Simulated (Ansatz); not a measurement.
A 16-atom cell of Hg(S,Se) started in the zinc blende structure, site fractions S 0.500, Se 0.500, short-range order -0.17 among the nearest mixed sites of the first mixed sublattice (0 is random, a negative value favours unlike neighbours), space group Ima2 at the end, an ordered arrangement that its symmetry holds. The mixed sublattice has 8 sites.

The mixing enthalpy is taken against the end members in the zinc blende type (which need not be the stable form of HgS), relaxed in the same cell and mesh.

These are PBE (plane waves to 420 eV, PAW; Ansatz, a quantum-chemistry and plane-wave program) values and carry that method's errors. Spin–orbit coupling is left out; with elements this heavy it can move edges by tenths of an eV. Its k-point mesh 4×4×4, Fermi–Dirac width 0.01 eV.

| cell | energy at zero smearing (eV) |
|---|---|
| HgS | -117726.480 |
| HgSe | -154263.667 |
| Hg2SSe | -135994.976 |

Work out the mixing enthalpy per mixed site and the interaction parameter Ω of a regular solution.

With x = 4/8 of the second end member, ΔH = [-135994.976 − 4/8 × (-117726.480) − 4/8 × (-154263.667)] / 8 = 12.2 meV against the separate end members. Ω = ΔH / x(1 − x) = 49 meV.
